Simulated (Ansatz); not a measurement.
What uniaxial strain ε_zz = −2.50 % does to WC

The parent structure is WC (space group P-6m2, No. 187; a = 2.8991 Å, c = 2.8268 Å; relaxed with 0.1 eV smearing). Axes: x lies along a and z along c of the hexagonal cell.

Perturbation: the cell is compressed by 2.50 % along z with no lateral relaxation; the atoms relax in the strained cell.

Level of theory: PBEsol/PAW in Ansatz (a program for electronic structure), scalar-relativistic without spin-orbit coupling. Γ-centred 23×23×20 mesh, Fermi–Dirac width 0.1 eV.

```csv
quantity,base,changed,shift
volume per atom,10.29 Å³,10.03 Å³,-0.26 Å³
shortest interatomic distance,2.191 Å,2.168 Å,-0.023 Å
energy relative to the base (free energy F),0 meV/atom,+21 meV/atom,+21 meV/atom
"pressure (mean of the normal stresses, compression positive)",0.0 GPa,12.3 GPa,+12.3 GPa
band gap,zero,zero,–
"stress (xx, yy, zz, yz, xz, xy; compression positive)",–,"(5.1, 5.1, 26.8, 0.0, 0.0, 0.0) GPa",–
```

Final structure:

```
WC
1.0
    2.89911     0.00000     0.00000
   -1.44955     2.51070     0.00000
    0.00000     0.00000     2.75613
W C
1 1
Direct
  0.00000   0.00000   0.00000
  0.33333   0.66667   0.50000
```

Stability against distortions was not tested. All final runs are without spin polarisation.
